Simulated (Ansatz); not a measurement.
Effective masses and thermopower of CaO under load (space group Fm-3m)

Consider the following.

```yaml
crystal:
  lattice:
    - [0.00000, 2.43650, 2.43650]
    - [2.43650, 0.00000, 2.43650]
    - [2.43650, 2.43650, 0.00000]
  atoms:
    - { symbol: Ca, position: [0.00000, 0.00000, 0.00000] }
    - { symbol: O, position: [0.50000, 0.50000, 0.50000] }
```

All values below come from PBE, rigid bands (plane waves, PAW, scalar-relativistic; Ansatz, an electronic-structure program). Condition of this run: hydrostatic pressure of -6.6 GPa (compression positive) (the target of the relaxation). Geometry: cell and atoms relaxed with PBEsol, then loaded as said.

| Property | Value |
|---|---|
| band gap | 3.66 eV |
| electron conductivity mass (300 K, dilute) | 0.59 mₑ |
| hole conductivity mass (300 K, dilute) | 1.49 mₑ |
| effective density of states N_c (300 K) | 4.3e19 cm⁻³ |
| effective density of states N_v (300 K) | 1.7e20 cm⁻³ |
| density-of-states mass, electrons | 1.42 mₑ |
| density-of-states mass, holes | 3.6 mₑ |
| Seebeck coefficient, n-type 1e19 cm⁻³, 300 K | -339 μV/K |
| best n-type power factor at 300 K for τ = 10 fs (best axis; densities from 1e16 to 1e21 cm⁻³ tried, whether or not they can be reached) | 11.4 μW/(cm·K²) at 1e20 cm⁻³ |
| Seebeck coefficient, p-type 1e19 cm⁻³, 300 K | 456 μV/K |

Rigid bands; masses and Seebeck coefficients take one relaxation time τ for all states and one kind of carrier; polarons and phonon drag are left out. Spin-orbit coupling is left out; where it splits the top of the valence band, N_v and the p-type Seebeck coefficient come out somewhat high without it. Geometry: cell and atoms relaxed with PBEsol.
